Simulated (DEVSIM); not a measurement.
Structure: Ti/SiO2/n-Si capacitor, at 300 K.

Layer 1 from the left is SiO2, thickness (nm) 1.40. Layer 2 from the left is Si, thickness (nm) 10000, Nd (cm⁻³) 3e15.

Metal gate on the left, work function 4.33 eV. Fixed charge at the semiconductor interface 0 cm⁻² (in units of +e); no interface traps.

This is a model device: material constants are rounded textbook-type values typed into the input, and sizes, dopings and lifetimes were drawn at random. Values at 300 K.

SiO2: gap (eV) 9, affinity (eV) 0.9, permittivity 3.9. Si: gap (eV) 1.124, affinity (eV) 4.05, permittivity 11.7, Nc (cm⁻³) 2.86e19, Nv (cm⁻³) 3.1e19.

**Question.** Estimate by hand the flat-band voltage, the threshold voltage, and compare with a numerical solution.

**Answer.** 
- Flat-band voltage: C = 2.47 μF/cm², work-function difference 0.043 V; VFB = φms − qNf/C = 0.04 V; numerical 0.04 V.
- Threshold voltage: φF = 0.324 V, depletion charge √(4εqNφF) = 2.54e-8 C/cm²; VT = VFB − 2φF − Qd/C = -0.62 V; numerical -0.62 V.

DEVSIM, 1D Poisson equation in equilibrium, Boltzmann statistics, complete ionisation; no quantum confinement or tunnelling. Metal contacts follow the ideal Schottky-Mott rule: no Fermi-level pinning, no interface dipoles.
